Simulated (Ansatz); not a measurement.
The reference is WSi2 (space group I4/mmm, No. 139; a = 3.1853 Å, c = 7.7731 Å; relaxed with 0.1 eV smearing).

Computed with Ansatz (a program for electronic structure) LDA, no spin-orbit coupling.

Base values:

| Item | Result |
|---|---|
| Pressure | 0.0 GPa |

Perturbation: the cell is scaled by 0.9900 in all directions, atoms relaxed at fixed cell.

### Question
How does this affect the energy relative to the base and pressure?

### Answer
The energy goes up by 9.1 meV/atom; the pressure (mean of the normal stresses, compression positive) goes from zero to 7.7 GPa.

The cells carry an imposed strain or load. Stability against distortions was not tested. All final runs are without spin polarisation.
